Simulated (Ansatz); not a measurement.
Worked example: self-consistent single point of Sr2Mg (I4mm, 3 atoms in the cell) in Ansatz (a first-principles code).

Level of theory: PBEsol, default PAW files made with PBE (plane waves; Ansatz).

```
CELL_PARAMETERS angstrom
     -2.12880     2.12880     7.28373
      2.12880    -2.12880     7.28373
      2.12880     2.12880    -7.28373
ATOMIC_POSITIONS crystal
  Sr 0.36146 0.36146 0.00000
  Sr 0.64197 0.64197 0.00000
  Mg 0.00000 0.00000 0.00000
```

Reference input (self-consistent single point, DFT, PBEsol, plane waves, default PAW files made with PBE): basis.ecutwfc = 30.9 Ry; kpoints.mp_grid.grid = 7 7 7; hamiltonian.xc = pbesol; hamiltonian.pseudopotentials = {kind: paw} (the program's default PAW files); scf.occupations.method = gaussian; scf.occupations.width = 0.0073 Ry. This run's input differs from it in these lines:

Ansatz 0.2 input:
```diff
@@ -10,3 +10,3 @@
 basis:
-  ecutwfc: 30.9 Ry
+  ecutwfc: 21.7 Ry
 kpoints:
```

Output (repeated stretches shortened):

```
SCF iter   1: F=—  HF=-8896.516074 eV  |F-HF|=—  |Δ(HF+E_count)|=         —  Δρ=1.74e-3  dr2=3.30e-3  ethr=1.77e-3  ⟨swp⟩=7.7  Hψ=4281  notcnv=0
all-band conjugate gradients solve this SCF's bands
preconditioner: auto → Kerker (q_TF=auto, 2.131 Å⁻¹)
SCF iter   2: F=—  HF=-8896.514911 eV  |F-HF|=—  |Δ(HF+E_count)|=   1.16e-3  Δρ=7.97e-4  dr2=1.16e-3  ethr=1.10e-5  ⟨swp⟩=2.1  Hψ=1682  notcnv=0
SCF iter   3: F=—  HF=-8896.514767 eV  |F-HF|=—  |Δ(HF+E_count)|=   1.44e-4  Δρ=2.56e-4  dr2=1.97e-4  ethr=3.85e-6  ⟨swp⟩=2.7  Hψ=1402  notcnv=0
SCF iter   4: F=—  HF=-8896.514730 eV  |F-HF|=—  |Δ(HF+E_count)|=   3.65e-5  Δρ=8.44e-5  dr2=9.82e-6  ethr=6.58e-7  ⟨swp⟩=2.9  Hψ=1372  notcnv=0
SCF iter   5: F=—  HF=-8896.514726 eV  |F-HF|=—  |Δ(HF+E_count)|=   3.82e-6  Δρ=3.60e-5  dr2=1.70e-6  ethr=3.27e-8  ⟨swp⟩=2.0  Hψ=1349  notcnv=0
SCF iter   6: F=—  HF=-8896.514726 eV  |F-HF|=—  |Δ(HF+E_count)|=   1.35e-7  Δρ=6.44e-6  dr2=1.00e-7  ethr=5.67e-9  ⟨swp⟩=2.6  Hψ=1307  notcnv=0
SCF iter   7: F=-8896.514726 eV  HF=-8896.514726 eV  |F-HF|=3.43e-9  |Δ(HF+E_count)|=   6.87e-9  Δρ=1.88e-6  dr2=6.47e-9  ethr=3.33e-10  ⟨swp⟩=5.6  Hψ=3463  notcnv=0
SCF 1 converged in 7 iterations: F = -8896.514726 eV  dr2 = 6.47e-9
Free energy (F): -8896.514726 eV
Internal energy: -8896.496402 eV  (E = F + TS)
E sigma→0 (E₀):  -8896.505564 eV
Entropy (-TS):   -0.018324 eV (-6.108 meV/atom)
Fermi energy:    4.951586 eV
--- Forces (eV/Å), atoms counted from 1 ---
  atom   1  Sr    -0.00000000     0.00000000    -0.08866160
  atom   2  Sr     0.00000000     0.00000000     0.05317074
  atom   3  Mg    -0.00000000     0.00000000     0.03549149
--- Stress (GPa, compression-positive) ---
       -1.019185       0.000000      -0.000000
        0.000000      -1.019185       0.000000
       -0.000000      -0.000000      -0.919175
  P = ⅓ Tr σ = -0.9858 GPa (-9.858 kbar)
  The stress holds the Pulay correction. Without it, at fixed plane waves, as pw.x and ABINIT print it: P = -1.3917 GPa
```

The run converged in 7 iterations. Against the reference run the free energy goes up by 11.1 meV/atom, the pressure stays at -0.99 GPa and the largest force hardly changes (0.088 to 0.089 eV/Å).

The starting cell comes from a database of computed structures (which also holds hypothetical and non-ambient phases and stackings), without a prior relaxation at this level. Its lattice was rescaled by up to half a per cent. One atom was moved a little off its site on purpose. Ansatz's pressure includes its estimate of the finite-basis (Pulay) stress. The cutoff lies below the one recommended for these files.
